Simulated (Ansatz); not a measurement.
Results of dielectric-dependent PBEsol hybrid in Ansatz (plane waves, PAW) for MoS2 (R3m, No. 160, 3 atoms in the cell; start mp-1434; a measured phase of this formula has another space group).

Output (set-up and result lines):

```
WARN output.stress: scf.exx.energy_threshold = 1e-6 eV is looser than the 3e-8 eV advised for a stress under a hybrid functional (1e-8 eV for each atom of the …
Crystal: 3 atoms, lattice volume = 53.778 Å³
Basis set: ecut = 460 eV, 1215 PW (Γ), FFT grids on a1−a3, a2−a3, a3, exchange–correlation on 48×48×96 points (8 copies of the dense FFT grid, shifted against one another)
Bands: 17, of which v1, the nominal top of the filled ones, is band 13 counted from 1 (12 counted from 0)
Symmetry: 6 space group operations
Space group: R3m (ITA 160), of the structure as read, at distance tolerance 3.8e-5 Å
k-points: 116 of 1000 (time reversal used)
Initial density: superposition of atomic densities (chi_scale 0.1, normalization cell, long waves kept (reshape's long-wave potential 0.08 eV rms))
SCF iter   1: F=—  HF=-6670.972535 eV  |F-HF|=—  |Δ(HF+E_count)|=         —  Δρ=6.01e-2  dr2=2.44e0
SCF iter   2: F=—  HF=-6670.296675 eV  |F-HF|=—  |Δ(HF+E_count)|=   6.76e-1  Δρ=2.43e-2  dr2=6.05e-1
  ...
Crystal: 3 atoms, lattice volume = 53.778 Å³
Initial density: handed on by an earlier stage of this run
Functional: x = 0.9160638337753314 pbesol(κ = 0.804, μ = 0.12345679012345678) + 0.08393616622466858 exact, c = pbesol(β = 0.046)
Crystal: 3 atoms, lattice volume = 53.778 Å³
SCF iter   2: F=—  HF=-6680.071952 eV  |F-HF|=—  |Δ(HF+E_count)|=   1.15e-9  Δρ=1.54e-6  dr2=5.79e-10
SCF iter   3: F=-6680.071952 eV  HF=-6680.071952 eV  |F-HF|=2.73e-11  |Δ(HF+E_count)|=  4.91e-11  Δρ=2.88e-7  dr2=1.58e-10
SCF 3 converged in 3 iterations: F = -6680.071952 eV  dr2 = 1.58e-10
Free energy (F): -6680.071952 eV
Internal energy: -6680.071952 eV  (E = F + TS)
E sigma→0 (E₀):  -6680.071952 eV
Fermi energy:    11.139249 eV
--- Forces (eV/Å), atoms counted from 1 ---
  atom   1  Mo    -0.00000000    -0.00000000     0.00041812
  atom   2  S     -0.00000000    -0.00000000    -0.14519124
  atom   3  S      0.00000000     0.00000000     0.14478738
--- Stress (GPa, compression-positive) ---
       -1.030140       0.000000       0.000000
        0.000000      -1.030140      -0.000000
        0.000000      -0.000000      -1.195664
  P = ⅓ Tr σ = -1.0853 GPa (-10.853 kbar)
```

Write an input file that could have produced this run (the log leaves some choices open).

One answer among several that fit: 
Ansatz 0.2 input:
```yaml
crystal:
  lattice:
    - [1.571556447, 0.9073385377, 6.2857265394]
    - [-1.571556447, 0.9073385377, 6.2857265394]
    - [0.0, -1.8146770754, 6.2857265394]
  atoms:
    - { symbol: Mo, position: [0.9997746198, 0.9997746198, 0.9997746198] }
    - { symbol: S, position: [0.4157484814, 0.4157484814, 0.4157484814] }
    - { symbol: S, position: [0.2504968988, 0.2504968988, 0.2504968988] }
  host: atoms
basis:
  ecutwfc: 460
  ecutrho_ratio: 4
  xc_grid: 2
kpoints:
  mp_grid: { grid: [10, 10, 10] }
  band_path: { path: [[0, 0, 0], [0, 0.170139, -0.170139]], npoints: 1 }
hamiltonian:
  xc:
    exchange: pbesol
    correlation: pbesol
    exx: { coeff: inverse_dielectric }
  dispersion: none
  pseudopotentials: { azcp: { folder: ./paw }, kind: paw }
scf:
  occupations: { method: fermi_dirac, width: 0.01 }
  convergence: { dr2_threshold: 0.0000000003 }
output:
  forces: true
  stress: true
  eigenvalues: true
  write_bands: true
```

The PAW data were made under PBE.

Note: cell and atoms aren't relaxed at this level (largest force component 0.15 eV/Å, pressure -1.1 GPa). Note: the cell has widely spaced layers and the level no dispersion term, so their spacing and the moduli can rest on weak binding.

The result took very roughly 15 core-minutes.

A start named mp-… is a Materials Project structure, which need not be a measured phase.

Ansatz is a program for electronic structure.
